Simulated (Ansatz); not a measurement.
The parent structure is LaWN$_{3}$ (space group Amm2, No. 38; a = 3.9687 Å, b = 7.8197 Å, c = 8.1869 Å; a cell from a computed database, its experimental status unchecked). Axes: x, y, z lie along a, b, c of the conventional cell.

Method: PBEsol/PAW in Ansatz (a program for electronic structure), scalar-relativistic without spin-orbit coupling.

For the base:

| Quantity | Value |
|---|---|
| Pressure | 0.0 GPa |
| Shortest interatomic distance | 183.5 pm |

It is then changed as follows: tensor shear ε_xy = +1.53 % (engineering shear γ = 0.0306); the atoms relax in the strained cell.

**Question.** What happens to the energy relative to the base?

**Answer.** The energy rises by 4.8 meV/atom.

**Question.** Estimate the effect on the pressure.

**Answer.** The pressure (mean of the normal stresses, compression positive) stays essentially unchanged (0.0 GPa against 0.1 GPa).

**Question.** How does this affect the shortest interatomic distance?

**Answer.** The shortest interatomic distance stays essentially unchanged (183.5 pm against 183.6 pm).

Without a gap, meshes like the base's 12×8×8 leave anisotropic stresses uncertain by several tenths of a GPa, and small strain energies with them. No phonon test of stability was made. The final runs are not spin-polarised.
